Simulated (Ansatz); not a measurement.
The parent structure is PbI₂ in the 2H-MoS2 type structure (space group P6_3/mmc, No. 194; a = 4.398 Å, c = 14.845 Å; a hypothetical phase, not in the database extracts checked).

Calculations: PBE-D3(BJ) (Ansatz, an electronic-structure program), no spin-orbit coupling, earlier PAW set.

For the base:

| Item | Result |
|---|---|
| Valley order | K (1/3, 1/3, 0) 1.99 eV; M (1/2, 0, 0) 2.17 eV; Γ 2.81 eV |

Perturbation: cell and atoms relaxed at a pressure of 0.7 GPa.

**Question.** What does the calculation give for the valence-band top at Γ, valley order and mean gap deformation potential ΔEg/Δln V after the change?

**Answer.** The valence-band top at Γ (three highest levels, from the VBM) amounts to 0.00, -0.42, -0.42 eV; the valley order (the lowest conduction-band minima on the path, energy above the VBM, named in the base's zone) changes from K (1/3, 1/3, 0) 1.99 eV; M (1/2, 0, 0) 2.17 eV; Γ 2.81 eV to K (1/3, 1/3, 0) 1.69 eV; M (1/2, 0, 0) 1.92 eV; Γ 2.74 eV; the mean gap deformation potential ΔEg/Δln V is +6.7 eV.

Spin-orbit coupling, missing from the scalar runs, can matter with I and Pb. Load acts through the strain it causes; cell and atoms are relaxed under it. Whether these cells are dynamically stable was not tested.
